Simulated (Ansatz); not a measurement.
Consider LiCl in the rock salt structure (space group Fm-3m, No. 225; a = 5.064 Å). Axes: x, y, z lie along the cube axes.

All numbers come from PBEsol (Ansatz, an electronic-structure program, PAW, without spin-orbit coupling).

It is then changed as follows: biaxial strain −1.00 %, plane normal [001], relaxed out of plane (Cartesian); in-plane vectors clamped, the third vector and the atoms free.

Task: How does this affect the energy relative to the base?

Result: The energy increases by 0.7 meV/atom.

Task: How does this affect the out-of-plane strain?

Result: The out-of-plane strain comes out as +0.68 %.

Stability against distortions was not tested.
